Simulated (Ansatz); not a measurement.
**RhSb in the zinc blende structure (space group F-43m, No. 216; a hypothetical phase, not in the database extracts checked)**

```xyz
2
Lattice="0.0000 2.9521 2.9521 2.9521 0.0000 2.9521 2.9521 2.9521 0.0000" Properties=species:S:1:pos:R:3 pbc="T T T"
Sb     1.4761     1.4761     1.4761
Rh     0.0000     0.0000     0.0000
```

Method: DFT with PBE, PAW potentials and a 420 eV plane-wave cutoff in Ansatz (an electronic-structure program), scalar-relativistic without spin-orbit coupling. k-mesh 14×14×14 (Γ-centred); smearing 0.05 eV (Fermi–Dirac).

| Item | Result |
|---|---|
| Volume per atom | 25.73 Å³ |
| Density | 7.25 g/cm³ |
| Band gap | zero |
| Total energy | -6443.685 eV/atom (σ→0; compares only within this code and set-up) |

No phonon test of stability was made. All final runs are without spin polarisation.
